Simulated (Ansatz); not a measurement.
Ansatz (a first-principles code) run on HgRuO3 (P1, 5 atoms in the cell): self-consistent single point.

Method of the run: PBEsol, PAW files made with PBE (plane waves; Ansatz).

The change in words: lattice scaled by 0.98. Reference geometry:
```
HgRuO3
1.0
    3.94433     0.00000     0.00000
    0.00000     3.94433     0.00000
    0.00000     0.00000     3.94433
Hg Ru O
1 1 3
Cartesian
  0.08065   0.07631   0.09292
  1.98265   1.91198   2.00056
  1.89706   2.03554  -0.03400
  0.03817   1.93609   1.92490
  1.91796  -0.04343   1.93212
```

Reference input (self-consistent single point, DFT, PBEsol, plane waves, PAW files made with PBE): kpoints.mp_grid.grid = 5 5 5; hamiltonian.xc = pbesol; hamiltonian.pseudopotentials = {kind: paw} (the program's default PAW files); scf.occupations.method = fermi_dirac; scf.occupations.width = 0.136 eV. This run's input differs from it in these lines:

Ansatz 0.2 input:
```diff
@@ -3,11 +3,11 @@
   lattice:
-    - [3.94433000, 0.00000000, 0.00000000]
-    - [0.00000000, 3.94433000, 0.00000000]
-    - [0.00000000, 0.00000000, 3.94433000]
+    - [3.86544300, 0.00000000, 0.00000000]
+    - [0.00000000, 3.86544300, 0.00000000]
+    - [0.00000000, 0.00000000, 3.86544300]
   atoms:
-    - { symbol: Hg, position_ang: [0.08064577, 0.07630701, 0.09292053] }
-    - { symbol: Ru, position_ang: [1.98264903, 1.91198241, 2.00055629] }
-    - { symbol: O, position_ang: [1.89706101, 2.03554249, -0.03400012] }
-    - { symbol: O, position_ang: [0.03817323, 1.93609410, 1.92489615] }
-    - { symbol: O, position_ang: [1.91796202, -0.04342707, 1.93212216] }
+    - { symbol: Hg, position_ang: [0.07903285, 0.07478086, 0.09106211] }
+    - { symbol: Ru, position_ang: [1.94299585, 1.87374257, 1.96054496] }
+    - { symbol: O, position_ang: [1.85911960, 1.99483144, -0.03332012] }
+    - { symbol: O, position_ang: [0.03740976, 1.89737202, 1.88639803] }
+    - { symbol: O, position_ang: [1.87960258, -0.04255853, 1.89347952] }
 kpoints:
```

Output, abridged:

```
SCF iter   1: F=—  HF=-21167.887034 eV  |F-HF|=—  |Δ(HF+E_count)|=         —  Δρ=1.50e-1  dr2=2.35e1  ethr=3.10e-3  ⟨swp⟩=5.0  Hψ=7568  notcnv=0
all-band conjugate gradients solve this SCF's bands
preconditioner: auto → Kerker (q_TF=auto, 2.698 Å⁻¹)
SCF iter   2: F=—  HF=-21164.796591 eV  |F-HF|=—  |Δ(HF+E_count)|=    3.09e0  Δρ=7.33e-2  dr2=5.85e0  ethr=3.10e-3  ⟨swp⟩=2.1  Hψ=4351  notcnv=0
   [... lines left out ...]
SCF iter   6: F=—  HF=-21163.986886 eV  |F-HF|=—  |Δ(HF+E_count)|=   2.11e-4  Δρ=3.06e-4  dr2=6.78e-5  ethr=2.73e-6  ⟨swp⟩=1.0  Hψ=2079  notcnv=0
SCF iter   7: F=—  HF=-21163.986884 eV  |F-HF|=—  |Δ(HF+E_count)|=   1.37e-6  Δρ=7.12e-5  dr2=3.37e-6  ethr=1.26e-7  ⟨swp⟩=2.8  Hψ=3715  notcnv=0
SCF iter   8: F=—  HF=-21163.986885 eV  |F-HF|=—  |Δ(HF+E_count)|=   4.69e-7  Δρ=2.33e-5  dr2=3.11e-7  ethr=6.24e-9  ⟨swp⟩=2.4  Hψ=3172  notcnv=0
SCF iter   9: F=-21163.986885 eV  HF=-21163.986885 eV  |F-HF|=6.50e-9  |Δ(HF+E_count)|=   3.54e-8  Δρ=7.13e-6  dr2=2.30e-8  ethr=1.85e-10  ⟨swp⟩=4.7  Hψ=7583  notcnv=0
SCF 1 converged in 9 iterations: F = -21163.986885 eV  dr2 = 2.30e-8
Free energy (F): -21163.986885 eV
Internal energy: -21163.751569 eV  (E = F + TS)
E sigma→0 (E₀):  -21163.869227 eV
Entropy (-TS):   -0.235316 eV (-47.063 meV/atom)
Fermi energy:    13.967344 eV
--- Forces (eV/Å), atoms counted from 1 ---
  atom   1  Hg    -0.20477717    -0.43866905    -0.19383373
  atom   2  Ru     0.50484167     0.64853436    -0.47533387
  atom   3  O      0.23034931    -0.25021531     0.60190319
  atom   4  O     -0.73749781    -0.01733514     0.04494930
  atom   5  O      0.20710569     0.05767761     0.02234620
--- Stress (GPa, compression-positive) ---
        2.065588       0.637067       0.148672
        0.637067       2.059732       0.500016
        0.148673       0.500016       4.142469
  P = ⅓ Tr σ = 2.7559 GPa (27.559 kbar)
  The stress holds the Pulay correction. Without it, at fixed plane waves, as pw.x and ABINIT print it: P = 2.2372 GPa
```

The run converged in 9 iterations. Against the reference run the free energy falls by 14.7 meV/atom, the pressure goes from -8.59 to 2.76 GPa and the largest force goes from 0.617 to 0.949 eV/Å.

The starting cell comes from a database of computed structures (which also holds hypothetical and non-ambient phases and stackings), without a prior relaxation at this level. Its atoms were displaced at random from the sites of space group no. 221. For this run, on top of that: lattice scaled by 0.98. Spin polarisation is off. Ansatz's pressure includes its estimate of the finite-basis (Pulay) stress. Without the estimate this run gives 2.24 GPa.
